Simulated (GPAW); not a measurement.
GPAW run on SrAg3Pd2 (P6/mmm, 6 atoms in the cell): self-consistent single point.

Computed with LDA (Perdew-Wang 92), GPAW PAW datasets LDA (gpaw-data 1.0.1) (plane waves; GPAW).

```
CELL_PARAMETERS angstrom
      5.54858     0.00000     0.00000
     -2.77429     4.80521     0.00000
      0.00000     0.00000     4.55616
ATOMIC_POSITIONS crystal
  Sr 0.00000 0.00000 0.00000
  Ag 0.50000 0.00000 0.50000
  Ag 0.50000 0.50000 0.50000
  Ag 0.00000 0.50000 0.50000
  Pd 0.33333 0.66667 0.00000
  Pd 0.66667 0.33333 0.00000
```

Reference input (self-consistent single point, DFT PBEsol, plane waves, GPAW PAW datasets PBEsol (made by gpaw-setup)): mode = pw; ecut = 550 eV; xc = PBEsol; kpts = 6 6 6; mesh shift (steps) = 0 0 0; occupations.name = methfessel-paxton; occupations.width = 0.2 eV; occupations.order = 0; nbands = -14; convergence.density = 1e-05 e/electron; symmetry.symmorphic = false; symmetry.tolerance = 0.0005. This run's input differs from it in these lines:

```diff
@@ -17,3 +17,3 @@
 calc = GPAW(mode={'name': 'pw', 'ecut': 550},
-            xc='PBEsol',
+            xc='LDA',
             kpts={'size': (6, 6, 6), 'gamma': True},
```

Its files differ too (potentials: GPAW PAW datasets LDA (gpaw-data 1.0.1)).

Output (repeated stretches shortened):

```
     iter     time        total  log10-change:
                         energy   eigst   dens
iter:   1 --:--:--   -30.520753
iter:   2 --:--:--   -28.781623   -1.37  -1.28
iter:   3 --:--:--   -26.367839   -0.90  -1.36
iter:   4 --:--:--   -26.275143   -1.83  -1.74
iter:   5 --:--:--   -26.048252   -2.16  -1.88
iter:   6 --:--:--   -26.190346   -2.04  -2.12
iter:   7 --:--:--   -25.918801   -2.25  -2.36
iter:   8 --:--:--   -25.916584   -3.84  -2.66
iter:   9 --:--:--   -25.917082c  -3.55  -2.70
iter:  10 --:--:--   -25.910914c  -3.61  -2.76
iter:  11 --:--:--   -25.910968c  -5.36  -3.51
iter:  12 --:--:--   -25.910983c  -6.01  -3.68
iter:  13 --:--:--   -25.910917c  -5.73  -3.76
iter:  14 --:--:--   -25.910882c  -6.10  -3.95
iter:  15 --:--:--   -25.910863c  -5.94  -4.21
iter:  16 --:--:--   -25.910862c  -7.26  -4.36
iter:  17 --:--:--   -25.910862c  -8.11c -4.40
iter:  18 --:--:--   -25.910861c  -7.57c -4.43
iter:  19 --:--:--   -25.910861c  -8.49c -4.79
iter:  20 --:--:--   -25.910860c  -8.01c -4.82
iter:  21 --:--:--   -25.910860c  -8.73c -4.95
iter:  22 --:--:--   -25.910860c  -8.71c -5.08c
Converged after 22 iterations.

Dipole moment: (-0.000000, -0.000000, -0.000000) |e|*Ang

Energy contributions relative to reference atoms: (reference = -793986.488019)

Kinetic:        -24.945809
Potential:      +13.169839
External:        +0.000000
XC:             -13.846811
Entropy (-ST):   -0.043975
Local:           -0.266091
SIC:             +0.000000
--------------------------
Free energy:    -25.932847
Extrapolated:   -25.910860

Showing only first 2 kpts
 Kpt  Band  Eigenvalues  Occupancy
  0    44      6.00119    2.00000
  0    45      8.20389    0.00000
  0    46      8.21373    0.00000
  0    47      8.24302    0.00000

  1    44      5.70278    2.00000
  1    45      6.88603    0.53140
  1    46      8.15569    0.00000
  1    47      8.22060    0.00000

Fermi level: 6.79752

No gap
   [... lines left out ...]
  0 Sr   -0.00000    0.00000    0.00000
  1 Ag    0.00000    0.00000    0.00000
  2 Ag   -0.00000    0.00000    0.00000
  3 Ag    0.00000    0.00000    0.00000
  4 Pd   -0.00000    0.00000    0.00000
  5 Pd   -0.00000   -0.00000    0.00000

Stress tensor:
     0.037706    -0.000000     0.000000
    -0.000000     0.037706     0.000000
     0.000000     0.000000     0.047628
Stress (GPa, Voigt): [ 6.0412  6.0412  7.6308  0.      0.     -0.    ]
```

The run converged in 22 iterations. GPAW prints stress with tension positive. Against the reference run the pressure goes from -2.89 to -6.57 GPa.

The starting cell comes from a database of computed structures (which also holds hypothetical and non-ambient phases and stackings), without a prior relaxation at this level. Spin polarisation is off. With a pressure of about -7 GPa the cell is away from its equilibrium volume at this level.

Cost on one core of a shared machine: roughly 2 min.
